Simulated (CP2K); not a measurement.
## Input and output of a self-consistent single point for SrSO4 (F-43m, 6 atoms in the cell) (CP2K)

Method: LDA (Pade form), GPW, DZVP-MOLOPT-SR-GTH basis, GTH-PADE potentials (GTH_POTENTIALS) (CP2K).

Input as run:

```
&GLOBAL
  PROJECT srso4
  RUN_TYPE ENERGY_FORCE
  PRINT_LEVEL LOW
&END GLOBAL
&FORCE_EVAL
  METHOD Quickstep
  STRESS_TENSOR ANALYTICAL
  &DFT
    BASIS_SET_FILE_NAME BASIS_MOLOPT
    POTENTIAL_FILE_NAME GTH_POTENTIALS
    &QS
      METHOD GPW
      EPS_DEFAULT 1E-10
    &END QS
    &MGRID
      CUTOFF 500
      REL_CUTOFF 60
      NGRIDS 5
    &END MGRID
    &SCF
      SCF_GUESS ATOMIC
      EPS_SCF 1E-7
      MAX_SCF 100
      ADDED_MOS 8
      &DIAGONALIZATION
        ALGORITHM STANDARD
      &END DIAGONALIZATION
      &MIXING
        METHOD BROYDEN_MIXING
        ALPHA 0.3
        NBUFFER 12
        BETA 1
      &END MIXING
    &END SCF
    &KPOINTS
      SCHEME MONKHORST-PACK 3 3 3
    &END KPOINTS
    &XC
      &XC_FUNCTIONAL PADE
      &END XC_FUNCTIONAL
    &END XC
    &PRINT
      &MO
        EIGENVALUES T
        OCCUPATION_NUMBERS T
        NDIGITS 8
        FILENAME mo
        &EACH
          QS_SCF 0
        &END EACH
        ADD_LAST NUMERIC
      &END MO
      &MULLIKEN OFF
      &END MULLIKEN
    &END PRINT
  &END DFT
  &SUBSYS
    &CELL
      A 5.12286800 0.00000000 0.00000000
      B 2.56143400 4.43653400 0.00000000
      C 2.56143400 1.47884500 4.18280500
      PERIODIC XYZ
    &END CELL
    &COORD
      Sr       5.12286800     2.95768950     2.09140250
      S        0.00000000     0.00000000     0.00000000
      O        9.02710816     5.21180382     3.68530217
      O        6.34149584     5.21180382     3.68530217
      O        7.68430200     4.43653412     1.49250848
      O        7.68430200     2.88599524     3.68530217
    &END COORD
    &KIND Sr
      BASIS_SET DZVP-MOLOPT-SR-GTH-q10
      POTENTIAL GTH-PADE-q10
    &END KIND
    &KIND S
      BASIS_SET DZVP-MOLOPT-SR-GTH-q6
      POTENTIAL GTH-PADE-q6
    &END KIND
    &KIND O
      BASIS_SET DZVP-MOLOPT-SR-GTH-q6
      POTENTIAL GTH-PADE-q6
    &END KIND
  &END SUBSYS
  &PRINT
    &FORCES ON
    &END FORCES
    &STRESS_TENSOR ON
    &END STRESS_TENSOR
  &END PRINT
&END FORCE_EVAL
```

Output (repeated stretches shortened):

```
 GLOBAL| Method name                                                        CP2K
 GLOBAL| Project name                                                      srso4
 GLOBAL| Run type                                                   ENERGY_FORCE

 TOTAL NUMBERS AND MAXIMUM NUMBERS

  Total number of            - Atomic kinds:                                   3
                             - Atoms:                                          6
                             - Shell sets:                                     6
                             - Shells:                                        31
                             - Primitive Cartesian functions:                 30
                             - Cartesian basis functions:                     85
                             - Spherical basis functions:                     79

  Maximum angular momentum of- Orbital basis functions:                        2
                             - Local part of the GTH pseudopotential:          2
                             - Non-local part of the GTH pseudopotential:      3

 SCF PARAMETERS         Density guess:                                    ATOMIC
                        max_scf:                                             100
                        max_diis:                                              4
                        eps_scf:                                        1.00E-07
                        eps_diis:                                       1.00E-01
                        eps_eigval:                                     1.00E-05
                        level_shift [a.u.]:                             0.000000
                        added MOs                                         8    0
                        Mixing method:                            BROYDEN_MIXING
                                                charge density mixing in g-space
                        No outer SCF

 Extrapolation method: initial_guess

 Number of electrons:                                                         40
 Number of occupied orbitals:                                                 20
 Number of molecular orbitals:                                                28

 Number of orbital functions:                                                 79
 Number of independent orbital functions:                                     79

 SCF WAVEFUNCTION OPTIMIZATION

  Step     Update method      Time    Convergence         Total energy    Change
     1 NoMix/Diag. 0.30E+00      -     2.05367156      -105.6456922220 -1.06E+02
     2 Broy./Diag. 0.30E+00      -     0.21630737      -101.2890821674  4.36E+00
     3 Broy./Diag. 0.30E+00      -     0.19186145      -104.3920394559 -3.10E+00
     4 Broy./Diag. 0.30E+00      -     0.03259725      -105.3074680363 -9.15E-01
     5 Broy./Diag. 0.30E+00      -     0.02183601      -104.9696324852  3.38E-01
     6 Broy./Diag. 0.30E+00      -     0.01510143      -105.1476549269 -1.78E-01
     7 Broy./Diag. 0.30E+00      -     0.00319602      -105.1955466955 -4.79E-02
   [... 6 lines left out ...]
    14 Broy./Diag. 0.30E+00      -     0.00000186      -105.1993371304 -7.71E-06
    15 Broy./Diag. 0.30E+00      -     0.00000249      -105.1993476121 -1.05E-05
    16 Broy./Diag. 0.30E+00      -     0.00000013      -105.1993472455  3.67E-07
    17 Broy./Diag. 0.30E+00      -     0.00000012      -105.1993444193  2.83E-06
    18 Broy./Diag. 0.30E+00      -     0.00000001      -105.1993441828  2.36E-07

  *** SCF run converged in    18 steps ***

  Electronic density on regular grids:        -39.9999999960        0.0000000040
  Core density on regular grids:               39.9999999979       -0.0000000021
  Total charge density on r-space grids:        0.0000000018
  Total charge density g-space grids:           0.0000000018

  Overlap energy of the core charge distribution:               0.00000037071879
  Self energy of the core charge distribution:               -246.99707237954698
  Core Hamiltonian energy:                                     65.43933402490399
  Hartree energy:                                              96.89888135225713
  Exchange-correlation energy:                                -20.54048755112834

  Total energy:                                              -105.19934418279540

 ENERGY| Total FORCE_EVAL ( QS ) energy [hartree]           -105.199344295170135

 FORCES| Atomic forces [hartree/bohr]
 FORCES|   Atom     x               y               z               |f|
 FORCES|      1 -4.89612244E-09  2.23382117E-08  4.31768698E-10   2.28725631E-08
 FORCES|      2  6.46424883E-10 -9.43202139E-08  1.17819952E-07   1.50924689E-07
 FORCES|      3  2.83997195E-03  1.63967817E-03  1.15944785E-03   3.47826170E-03
 FORCES|      4 -2.83997255E-03  1.63967802E-03  1.15944832E-03   3.47826228E-03
 FORCES|      5 -1.77885075E-09 -1.15032459E-08 -3.47844862E-03   3.47844862E-03
 FORCES|      6 -2.41672493E-09 -3.27927805E-03  1.15943032E-03   3.47820977E-03
 FORCES| Sum    -9.05113527E-09 -5.35245871E-09 -3.87252280E-09
 FORCES| Total atomic force                                       1.12057261E-08

 STRESS| Analytical stress tensor [bar]
 STRESS|                        x                   y                   z
 STRESS|      x       -5.17903761690E+04   2.88199731238E-02   1.73586532381E-02
 STRESS|      y        2.88199731238E-02  -5.17903897778E+04   1.86922283400E-02
 STRESS|      z        1.73586532381E-02   1.86922283400E-02  -5.17906850427E+04
 STRESS| 1/3 Trace                                            -5.17904836632E+04
```

The run converged in 18 iterations.

The starting cell comes from a database of computed structures (which also holds hypothetical and non-ambient phases and stackings), without a prior relaxation at this level. Its lattice was rescaled by up to half a per cent. Values carry the incompleteness of an atom-centred basis. With a pressure of about -5 GPa the cell is away from its equilibrium volume at this level.

Cost on one core of a shared machine: roughly 30 s.
